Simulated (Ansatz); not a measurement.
A set of cells, compared by their band gap.

Cell A: LiF (rock salt, Fm-3m), 2 atoms in the cell, k-point mesh 14×14×14 on the run's own vectors.
Space group Fm-3m (No. 225); a = 4.0667 Å, b = 4.0667 Å, c = 4.0667 Å, α = 90.00°, β = 90.00°, γ = 90.00°

```csv
atom,site,symmetry,x,y,z
Li,4a,m-3m,0.0000,0.0000,0.0000
F,4b,m-3m,0.5000,0.5000,0.5000
```
(The calculation used a cell of 2 atoms; values per cell refer to that cell.)

Cell B: MgO (rock salt, Fm-3m), 2 atoms in the cell, k-point mesh 14×14×14 on the run's own vectors.
```cif
data_MgO
_chemical_formula_sum 'Mg1 O1'
_space_group_name_H-M_alt 'P 1'
_space_group_IT_number 1
_cell_length_a 3.00832
_cell_length_b 3.00832
_cell_length_c 3.00832
_cell_angle_alpha 60.000
_cell_angle_beta 60.000
_cell_angle_gamma 60.000
loop_
_space_group_symop_operation_xyz
  'x, y, z'
loop_
_atom_site_label
_atom_site_type_symbol
_atom_site_fract_x
_atom_site_fract_y
_atom_site_fract_z
_atom_site_occupancy
Mg1 Mg 0.00000 0.00000 0.00000 1
O1 O 0.50000 0.50000 0.50000 1
```

Plane-wave PAW calculations with Ansatz (an electronic-structure program), its PAW set soft_1, cutoff 420 eV, 500 eV for r2SCAN. The structures are at rest with PBE; other levels are single points on them. HSE06 runs on coarser k-point meshes, which give the PBE gaps of the finer ones within 0.03 eV. Neutral cells; Fermi-Dirac smearing of at most 0.05 eV in the solids, energies taken to zero width. The lattices are those relaxed with PBE, so at other levels the solids can be strained, which adds to the spread. A dispersion term ran beside these levels; it doesn't touch the electrons. Gaps are highest filled to lowest empty Kohn-Sham level on the run's k-point mesh, states of defects and surfaces included; edges off the mesh make the true gap smaller, and under 0.08 eV counts as none; a gap is called direct where the least direct separation is within 0.02 eV of it.

What does PBE give for the band gap of each cell (eV)?


```csv
system,PBE
A,8.84 (direct)
B,4.46 (direct)
```

With PBE the value of A exceeds that of B by 4.38 eV.

How do the other levels compare?


```
system         r2SCAN  HSE06
------  -------------  -----
A       9.81 (direct)  11.13
B       5.35 (direct)   6.17
```

With r2SCAN the value of A exceeds that of B by 4.46 eV. With HSE06 the value of A exceeds that of B by 4.96 eV.
